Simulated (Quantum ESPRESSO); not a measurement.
Quantum ESPRESSO run on In2Ag (I4/mcm, 6 atoms in the cell): self-consistent single point.

Computed with rVV10, PSlibrary ultrasoft (PBE) pseudopotentials (plane waves; Quantum ESPRESSO 7.5).

```
In2Ag
1.0
   -3.51378     3.51378     2.86985
    3.51378    -3.51378     2.86985
    3.51378     3.51378    -2.86985
In Ag
4 2
Cartesian
  1.09841   4.61219   0.00000
  2.41537   1.09841   0.00000
  2.41537  -1.09841   2.86985
  1.09841   2.41537   2.86985
  0.00000   0.00000   1.43493
  0.00000   0.00000   4.30478
```

Reference input (self-consistent single point, DFT, LDA (PZ), plane waves, PSlibrary ultrasoft (LDA) pseudopotentials): ecutwfc = 50 Ry; ecutrho = 300 Ry; occupations = smearing; smearing = methfessel-paxton; degauss = 0.0099958 Ry; potentials = {In: In.pz-dn-rrkjus_psl.1.0.0.UPF, Ag: Ag.pz-n-rrkjus_psl.1.0.0.UPF}; K_POINTS = automatic 6 6 6 0 0 0; conv_thr = 1e-10 Ry; mixing_beta = 0.7. This run's input differs from it in these lines:

```diff
@@ -17,2 +17,3 @@
   degauss = 0.0099958,
+  input_dft = 'rvv10',
 /
@@ -23,4 +24,4 @@
 ATOMIC_SPECIES
-In   114.8180  In.pz-dn-rrkjus_psl.1.0.0.UPF
-Ag   107.8682  Ag.pz-n-rrkjus_psl.1.0.0.UPF
+In   114.8180  In.pbe-dn-rrkjus_psl.1.0.0.UPF
+Ag   107.8682  Ag.pbe-n-rrkjus_psl.1.0.0.UPF
 CELL_PARAMETERS angstrom
```

Output (repeated stretches shortened):

```
     Self-consistent Calculation

     iteration #  1     ecut=    50.00 Ry     beta= 0.70

     Threshold (ethr) on eigenvalues was too large:
     Diagonalizing with lowered threshold

     total energy              =    -730.46117644 Ry
     estimated scf accuracy    <       0.04285325 Ry

     iteration #  2     ecut=    50.00 Ry     beta= 0.70

     total energy              =    -730.46843617 Ry
     estimated scf accuracy    <       0.01548282 Ry

     iteration #  3     ecut=    50.00 Ry     beta= 0.70

     total energy              =    -730.47208560 Ry
     estimated scf accuracy    <       0.00557309 Ry

   [... 4 blocks of this kind left out ...]

     iteration #  8     ecut=    50.00 Ry     beta= 0.70

     total energy              =    -730.47352005 Ry
     estimated scf accuracy    <          4.3E-10 Ry

     iteration #  9     ecut=    50.00 Ry     beta= 0.70
     End of self-consistent calculation

     the Fermi energy is    10.7933 ev

!    total energy              =    -730.47352005 Ry
     estimated scf accuracy    <          6.8E-11 Ry
     smearing contrib. (-TS)   =      -0.00000465 Ry
     internal energy E=F+TS    =    -730.47351540 Ry

     convergence has been achieved in   9 iterations

     Forces acting on atoms (cartesian axes, Ry/au):

     atom    1 type  1   force =    -0.00291113   -0.00291113    0.00000000
     atom    2 type  1   force =     0.00291113   -0.00291113    0.00000000
     atom    3 type  1   force =     0.00291113    0.00291113   -0.00000000
     atom    4 type  1   force =    -0.00291113    0.00291113    0.00000000
     atom    5 type  2   force =    -0.00000000   -0.00000000    0.00000000
     atom    6 type  2   force =    -0.00000000   -0.00000000    0.00000000

     Total force =     0.008234     Total SCF correction =     0.000054

          total   stress  (Ry/bohr**3)                   (kbar)     P=      -10.41
  -0.00006395  -0.00000000  -0.00000000           -9.41       -0.00       -0.00
   0.00000000  -0.00006395  -0.00000000            0.00       -9.41       -0.00
  -0.00000000  -0.00000000  -0.00008449           -0.00       -0.00      -12.43

   JOB DONE.
```

The run converged in 9 iterations. Against the reference run the pressure goes from -8.31 to -1.04 GPa and the largest force goes from 0.003 to 0.106 eV/Å.

The starting cell comes from a database of published, mostly measured structures (it also holds non-ambient and calculated ones), without a prior relaxation at this level. Its lattice was rescaled by a random factor within 2.5 % of one.

Cost on one core of a shared machine: roughly 3 min.
